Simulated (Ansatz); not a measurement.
The reference is ZnO in the wurtzite structure (space group P6_3mc, No. 186; a = 3.2298 Å, c = 5.2148 Å). Axes: x lies along a and z along c of the hexagonal cell.

Modification: uniaxial stress, 8 GPa compression along x; all other stress components relax to zero.

Levels (all Ansatz, a first-principles code, PAW): PBEsol (420 eV, no SOC); r2SCAN (500 eV, scalar-relativistic without spin-orbit coupling).

The geometry is relaxed with PBEsol.

* **PBEsol lowest conduction level above the VBM at special points**: Γ 0.56 eV; Z 3.26 eV; T 5.41 eV; R 5.41 eV
* **PBEsol electron mass**: 0.12 mₑ along x, 0.14 mₑ along y, 0.13 mₑ along z (at Γ)
* **PBEsol gap character**: direct at Γ

With r2SCAN at the same geometry, the lowest conduction level above the VBM at special points goes from Γ 0.56 eV; Z 3.26 eV; T 5.41 eV; R 5.41 eV to Γ 1.11 eV; Z 3.83 eV; T 6.10 eV; R 6.10 eV; the electron mass becomes 0.18 mₑ along z, 0.19 mₑ across (at Γ) (PBEsol: 0.12 mₑ along x, 0.14 mₑ along y, 0.13 mₑ along z (at Γ)); the gap character is still direct at Γ.

Single points use the geometry relaxed with PBEsol. Load acts through the strain it causes; cell and atoms are relaxed under it. Effective masses come from finite differences of ±0.01 Å⁻¹. Beyond what the load breaks, stability against distortions was not tested. Labels are those of the standard path for the cell's own space group.
